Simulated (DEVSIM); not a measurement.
System: abrupt Si p-n junction, at 300 K.

Layer 1 from the left is Si, thickness (μm) 6.20, Na (cm⁻³) 1.2e17, τn (s) 0.00062, τp (s) 0.00062. Layer 2 from the left is Si, thickness (μm) 1.70, Nd (cm⁻³) 2.7e17, τn (s) 0.00062, τp (s) 0.00062.

Left contact: ohmic. Right contact: ohmic. Voltage is applied to the left contact. Recombination: SRH at mid-gap, Auger. Mobility is μmin + (μ − μmin)/(1 + (N/Nref)^α).

Constants are typed, rounded textbook-type inputs, not results; the design itself was drawn at random and stands for no fabricated device. Values at 300 K.

Si: gap (eV) 1.124, affinity (eV) 4.05, permittivity 11.7, Nc (cm⁻³) 2.86e19, Nv (cm⁻³) 3.1e19, μn (cm²/Vs) 1417, μp (cm²/Vs) 470, μn,min 52, μp,min 45, Nref,n 9.7e16, Nref,p 2.2e17, αn 0.68, αp 0.72, Cn (cm⁶/s) 2.8e-31, Cp (cm⁶/s) 9.9e-32.

Model (solved in DEVSIM): 1D drift-diffusion, Boltzmann statistics, complete ionisation; no tunnelling, impact ionisation, image-force lowering or self-heating.

### Question
What does the simulation give for the largest field in the device at zero bias, the dark forward voltage at 100 A/cm², the potential step across the device at zero bias, the dark forward voltage at 1 A/cm²?

### Answer
largest field in the device at zero bias 140000 V/cm; dark forward voltage at 100 A/cm² 0.788 V; potential step across the device at zero bias 0.860 V; dark forward voltage at 1 A/cm² 0.664 V.
